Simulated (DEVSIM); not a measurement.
System: abrupt Si n-p junction, at 300 K.

| layer (left to right) | material | thickness (μm) | Nd (cm⁻³) | Na (cm⁻³) | τn (s) | τp (s) |
|---|---|---|---|---|---|---|
| 1 | Si | 3.30 | 1.4e17 | - | 1.1e-6 | 1.1e-6 |
| 2 | Si | 1.60 | - | 1.1e15 | 1.1e-6 | 1.1e-6 |

Left contact: ohmic. Right contact: ohmic. Voltage is applied to the left contact. Recombination: SRH at mid-gap, radiative. Mobility is μmin + (μ − μmin)/(1 + (N/Nref)^α).

This is a model device: material constants are rounded textbook-type values typed into the input, and sizes, dopings and lifetimes were drawn at random. Values at 300 K; Nc and Nv go as T^1.5, mobilities as T to minus their exponent, the gap by Varshni's rule with the affinity fixed.

| parameter | Si |
|---|---|
| gap (eV) | 1.124 |
| affinity (eV) | 4.05 |
| permittivity | 11.7 |
| Nc (cm⁻³) | 2.86e19 |
| Nv (cm⁻³) | 3.1e19 |
| μn (cm²/Vs) | 1417 |
| μp (cm²/Vs) | 470 |
| μn,min | 52 |
| μp,min | 45 |
| Nref,n | 9.7e16 |
| Nref,p | 2.2e17 |
| αn | 0.68 |
| αp | 0.72 |
| T exponent of μn | 2.3 |
| T exponent of μp | 2.2 |
| B (cm³/s) | 4.7e-15 |
| Varshni α (eV/K) | 0.000473 |
| Varshni β (K) | 636 |

Model (solved in DEVSIM): 1D drift-diffusion, Boltzmann statistics, complete ionisation; no tunnelling, impact ionisation, image-force lowering or self-heating.

The temperature was swept, all else fixed.

```json
[
 {"temperature (K)": "250", "potential step across the device at zero bias (V)": "0.813", "largest field in the device at zero bias (V/cm)": "23000", "dark forward voltage at 100 A/cm² (V)": "0.737"},
 {"temperature (K)": "300", "potential step across the device at zero bias (V)": "0.722", "largest field in the device at zero bias (V/cm)": "24000", "dark forward voltage at 100 A/cm² (V)": "0.639"},
 {"temperature (K)": "350", "potential step across the device at zero bias (V)": "0.627", "largest field in the device at zero bias (V/cm)": "25000", "dark forward voltage at 100 A/cm² (V)": "0.540"},
 {"temperature (K)": "400", "potential step across the device at zero bias (V)": "0.530", "largest field in the device at zero bias (V/cm)": "26000", "dark forward voltage at 100 A/cm² (V)": "0.439"},
 {"temperature (K)": "450", "potential step across the device at zero bias (V)": "0.431", "largest field in the device at zero bias (V/cm)": "26000", "dark forward voltage at 100 A/cm² (V)": "0.338"},
 {"temperature (K)": "500", "potential step across the device at zero bias (V)": "0.331", "largest field in the device at zero bias (V/cm)": "27000", "dark forward voltage at 100 A/cm² (V)": "0.236"}
]
```

From the first row to the last the potential step across the device at zero bias goes from 0.813 to 0.331. From the first row to the last the largest field in the device at zero bias goes from 23000 to 27000.
